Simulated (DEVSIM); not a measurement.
System: Schottky contact on n-type Si, at 300 K.

```tsv
layer (left to right)	material	thickness (μm)	Nd (cm⁻³)	τn (s)	τp (s)
1	Si	4.20	1.7e16	4.2e-6	4.2e-6
2	Si	4.10	2.7e18	4.2e-6	4.2e-6
```

Left contact: Schottky, work function 4.92 eV, emission velocity 3.6e6 cm/s. Right contact: ohmic. Voltage is applied to the left contact. Recombination: SRH at mid-gap, radiative. Mobility is μmin + (μ − μmin)/(1 + (N/Nref)^α).

This is a model device: material constants are rounded textbook-type values typed into the input, and sizes, dopings and lifetimes were drawn at random. Values at 300 K.

| parameter | Si |
|---|---|
| gap (eV) | 1.124 |
| affinity (eV) | 4.05 |
| permittivity | 11.7 |
| Nc (cm⁻³) | 2.86e19 |
| Nv (cm⁻³) | 3.1e19 |
| μn (cm²/Vs) | 1417 |
| μp (cm²/Vs) | 470 |
| μn,min | 52 |
| μp,min | 45 |
| Nref,n | 9.7e16 |
| Nref,p | 2.2e17 |
| αn | 0.68 |
| αp | 0.72 |
| B (cm³/s) | 4.7e-15 |

DEVSIM, 1D drift-diffusion, Boltzmann statistics, complete ionisation; no tunnelling, impact ionisation, image-force lowering or self-heating. Metal contacts follow the ideal Schottky-Mott rule: no Fermi-level pinning, no interface dipoles.

The thickness of layer 1 was swept, all else fixed.

```
thickness of layer 1 (μm)  dark forward voltage at 100 A/cm² (V)
-------------------------  -------------------------------------
0.84                                                       0.568
1.5                                                        0.571
2.5                                                        0.575
4.2                                                        0.581
7.1                                                            …
13                                                         0.609
21                                                         0.636
```

Question: Some entries are withheld; supply them.

Answer: 
- 7.1, dark forward voltage at 100 A/cm² (V): 0.590
